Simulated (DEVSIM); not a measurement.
Structure: abrupt Ge p-n junction, at 400 K.

```csv
layer (left to right),material,thickness (μm),Nd (cm⁻³),Na (cm⁻³),τn (s),τp (s)
1,Ge,7.70,-,9e14,2.7e-7,2.7e-7
2,Ge,100,4.2e17,-,2.7e-7,2.7e-7
```

Left contact: ohmic. Right contact: ohmic. Voltage is applied to the left contact. Recombination: SRH at mid-gap, radiative. Mobility is μmin + (μ − μmin)/(1 + (N/Nref)^α).

Constants are typed, rounded textbook-type inputs, not results; the design itself was drawn at random and stands for no fabricated device. Values at 300 K; Nc and Nv go as T^1.5, mobilities as T to minus their exponent, the gap by Varshni's rule with the affinity fixed.

| parameter | Ge |
|---|---|
| gap (eV) | 0.664 |
| affinity (eV) | 4 |
| permittivity | 16 |
| Nc (cm⁻³) | 1.04e19 |
| Nv (cm⁻³) | 6e18 |
| μn (cm²/Vs) | 3900 |
| μp (cm²/Vs) | 1900 |
| μn,min | 150 |
| μp,min | 100 |
| Nref,n | 2.6e17 |
| Nref,p | 4e17 |
| αn | 0.56 |
| αp | 0.6 |
| T exponent of μn | 1.66 |
| T exponent of μp | 2.33 |
| B (cm³/s) | 6.4e-14 |
| Varshni α (eV/K) | 0.000477 |
| Varshni β (K) | 235 |

Simulated with DEVSIM: 1D drift-diffusion, Boltzmann statistics, complete ionisation; no tunnelling, impact ionisation, image-force lowering or self-heating.

Task: Tabulate band edges, carrier densities and field at zero bias.

Result: Energies count from the Fermi level of the right contact; mesh points crowd at the junctions.

```
x (μm)   Ec (eV)  Ev (eV)  n (cm⁻³)  p (cm⁻³)  field (V/cm)
-------  -------  -------  --------  --------  ------------
0.000      0.332   -0.292    1.0e15    1.9e15           ≈ 0
0.04806    0.332   -0.292    1.0e15    1.9e15           ≈ 0
0.2007     0.332   -0.292    1.0e15    1.9e15           ≈ 0
0.6481     0.332   -0.292    1.0e15    1.9e15           ≈ 0
2.871      0.332   -0.292    1.0e15    1.9e15           ≈ 0
6.003      0.332   -0.292    1.0e15    1.9e15           ≈ 0
7.148      0.332   -0.292    1.1e15    1.9e15           -60
7.590      0.286   -0.338    4.0e15    5.1e14         -4600
7.681      0.206   -0.418    4.1e16    5.0e13        -18000
7.715      0.132   -0.492    3.5e17    5.9e12         -7500
7.794      0.126   -0.499    4.2e17    4.8e12           ≈ 0
8.210      0.126   -0.499    4.2e17    4.8e12           ≈ 0
9.281      0.126   -0.499    4.2e17    4.8e12           ≈ 0
12.51      0.126   -0.499    4.2e17    4.8e12           ≈ 0
29.54      0.126   -0.499    4.2e17    4.8e12           ≈ 0
68.56      0.126   -0.499    4.2e17    4.8e12           ≈ 0
94.71      0.126   -0.499    4.2e17    4.8e12           ≈ 0
103.6      0.126   -0.499    4.2e17    4.8e12           ≈ 0
106.8      0.126   -0.499    4.2e17    4.8e12           ≈ 0
107.4      0.126   -0.499    4.2e17    4.8e12           ≈ 0
107.6      0.126   -0.499    4.2e17    4.8e12           ≈ 0
107.7      0.126   -0.499    4.2e17    4.8e12           ≈ 0
```
